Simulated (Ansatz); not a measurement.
Consider FeNi₃ in the Cu3Au type structure (space group Pm-3m, No. 221; ferromagnetic; relaxed with 0.1 eV smearing).

```
CELL_PARAMETERS angstrom
      3.51430     0.00000     0.00000
      0.00000     3.51430     0.00000
      0.00000     0.00000     3.51430
ATOMIC_POSITIONS crystal
  Ni 0.00000 0.50000 0.50000
  Ni 0.50000 0.50000 0.00000
  Ni 0.50000 0.00000 0.50000
  Fe 0.00000 0.00000 0.00000
```

Cartesian axes are those of the cell as printed.

Computed with plane-wave PAW DFT at the r2SCAN level (Ansatz, a program for electronic structure, 500 eV), scalar-relativistic without spin-orbit coupling.

Strains are applied to the cell and any free atomic positions relax; under biaxial strain the out-of-plane vector relaxes too.

One change was made to it. Results:

The energy rises by 3.0 meV/atom; the pressure (mean of the normal stresses, compression positive) goes from zero to -3.1 GPa; the largest site moment stays essentially unchanged (3.18 μB against 3.20 μB); the shortest interatomic distance shrinks by 0.006 bohr, from 4.696 bohr to 4.690 bohr; the magnetic state stays ferromagnetic.

Question: What was done to the base?
A) uniaxial strain ε_xx = −1.00 %
B) strain tensor (xx, yy, zz, yz, xz, xy) = (+0.42, +1.01, +0.14, −0.40, +0.42, +0.51) %
C) isotropic strain +2.27 %
D) biaxial strain −1.63 %, plane normal [001], relaxed out of plane

Answer: B, strain tensor (xx, yy, zz, yz, xz, xy) = (+0.42, +1.01, +0.14, −0.40, +0.42, +0.51) %. For comparison, the energy relative to the base in the other runs: uniaxial strain ε_xx = −1.00 % gives +1.0 meV/atom; isotropic strain +2.27 % gives +30 meV/atom; biaxial strain −1.63 %, plane normal [001], relaxed out of plane gives +5.4 meV/atom.

The magnetic state is the one reached from the starting moments; the real material's order can differ, and small cells can't hold many antiferromagnetic ones. Stability against distortions was not tested.
